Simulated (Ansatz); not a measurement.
Consider interstitial N in hcp Ru, neutral cell. The step: N moves alone to another site; the atom moves 1.63 Å along (-0.67, -0.33, -0.10) of the unit cell; the moving atom starts with neighbours Ru at 1.85, 3 Ru at 1.88 Å and ends with 6 Ru at 2.01 Å. DFT values are from Ansatz (plane-wave PAW, 420 eV unless said) in a cell of 36 host sites, spin-restricted, static, with no finite-size correction. Sites that were not tried may lie lower. The start lies 0.20 eV above the lowest site run (PBE). The order of the sites in energy changes with the mesh. For the PBE band: the saddle point's order was not checked, and it lies on a symmetry element of the cell, where a band can be held.

```
Level                                                                                   Forward barrier (eV)  Cost of the band or of the saddle's single point
--------------------------------------------------------------------------------------  --------------------  ------------------------------------------------
CHGNet universal potential (has no charge state), its own band                                          0.20                                                 -
PBE, a 2×2×2 k-point mesh shifted by half a step along c, band relaxed                                  1.16                           roughly 50 core-minutes
PBE, a 4×4×4 k-point mesh shifted by half a step along c, same geometries                               0.93                           roughly 11 core-minutes
r2SCAN at 500 eV, a 2×2×2 k-point mesh shifted by half a step along c, same geometries                     ?                       very roughly 5 core-minutes
```

**Question.** Fill in the missing entries.

**Answer.** 
- r2SCAN at 500 eV, a 2×2×2 k-point mesh shifted by half a step along c, same geometries, Forward barrier (eV): 1.24

Ansatz is a quantum-chemistry and plane-wave program.
